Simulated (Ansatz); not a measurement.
Y on the 1x1 (110) surface of bcc Mo, one in a 2x2 cell, energies for each (28.3 Å²). Energies are against an atom of hcp Y, without zero-point or thermal terms; each row is named by its start.

These are PBE (plane waves to 420 eV, PAW; Ansatz, an electronic-structure program) values and carry that method's errors.

Slab: 17 atoms, 6.5 Å thick at the start under the adsorbate (thin: gaps and levels are the slab's own); k 6x6x1, smearing 0.1 eV, dipole-corrected; 8 atoms held, the rest relaxed; each run with such symmetry as its start has; no spin, no spin-orbit, no U, no dispersion correction.

A negative adsorption energy means that the adsorbate is more stable on the surface than in its reference. Heights count from the host atoms within 0.3 Å of the top one.

| starting site | E_ads (eV) | height (Å) | nearest host atom (Å) | bonded to | Δ work function (eV) | lateral drift (Å) |
|---|---|---|---|---|---|---|
| top Mo | -0.26 | 2.34 | Mo 2.51 | 7 Mo | -2.03 | 0.0 |
| hollow Mo-Mo-Mo | -0.52 | 2.30 | Mo 2.84 | 4 Mo | -2.21 | 0.6 |
| bridge Mo-Mo (span 2.7 Å) | -0.36 | 2.32 | Mo 2.76 | 6 Mo | -2.13 | 0.0 |
| bridge Mo-Mo (span 3.2 Å) | -0.52 | 2.30 | Mo 2.84 | 4 Mo | -2.21 | 0.0 |
